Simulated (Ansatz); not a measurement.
Pressure series in MgSe

Start from MgSe in the rock salt structure (space group Fm-3m, No. 225).

```
CELL_PARAMETERS angstrom
      0.00000     2.75420     2.75420
      2.75420     0.00000     2.75420
      2.75420     2.75420     0.00000
ATOMIC_POSITIONS crystal
  Se 0.00000 0.00000 0.00000
  Mg 0.50000 0.50000 0.50000
```

Cell and atoms are relaxed at each pressure.

Method: PBE/PAW in Ansatz (an electronic-structure program), no SOC.

```
P (GPa)  V (Å³/atom)
-------  -----------
-2.01         21.648
-1.01         21.253
0.30          20.789
0.70          20.657
1.50          20.406
2.98          19.974
5.00          19.455
7.50          18.892
10.00         18.399
```

Problem. Fit a third-order Birch–Murnaghan equation of state.

Solution. Least squares on P(V) = (3B₀/2)[(V₀/V)^(7/3) − (V₀/V)^(5/3)]·[1 + (3/4)(B₀′ − 4)((V₀/V)^(2/3) − 1)] gives V₀ = 20.89 Å³/atom, B₀ = 61 GPa and B₀′ = 4.1.

Between the base and pressure 5 GPa the gap moves from 1.77 eV to 1.89 eV, a mean slope of 24 meV/GPa.

Load acts through the strain it causes; cell and atoms are relaxed under it. Whether these cells are dynamically stable was not tested. Competing high-pressure phases were not computed.
